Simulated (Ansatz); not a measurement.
Fluorite HfO2 (high-temperature phase), treated with PBEsol+SOC in Ansatz (PAW).

Settings: plane-wave cutoff 520 eV, 8×8×8 k mesh, PAW data made under PBE.

Cell (relaxed at this level):

Space group Fm-3m (No. 225); a = b = c = 5.0420 Å, α = β = γ = 90.00°

```json
[
 {"atom": "Hf", "site": "4a", "symmetry": "m-3m", "x": "0.0000", "y": "0.0000", "z": "0.0000"},
 {"atom": "O", "site": "8c", "symmetry": "-43m", "x": "0.2500", "y": "0.2500", "z": "0.2500"}
]
```
(The calculation used a cell of 3 atoms; values per cell refer to that cell.)

### Question
Give the computed elastic constant C12, Voigt–Reuss–Hill bulk modulus, Young modulus, Poisson ratio, elastic constant C44 and elastic constant C11.

### Answer

elastic constant C12: 109 GPa
Voigt–Reuss–Hill bulk modulus: 265 GPa
Young modulus: 304 GPa
Poisson ratio: 0.309
elastic constant C44: 69.7 GPa
elastic constant C11: 578 GPa

Note: symmetry holds this phase in the static calculation, where it need not be a minimum; held by symmetry at 0 K, a high-temperature phase can be a saddle point.

Elastic constants are with the ions relaxed.

Static lattice: no zero-point or thermal effects.

The result took very roughly 6 core-minutes.

Ansatz is an electronic-structure program.
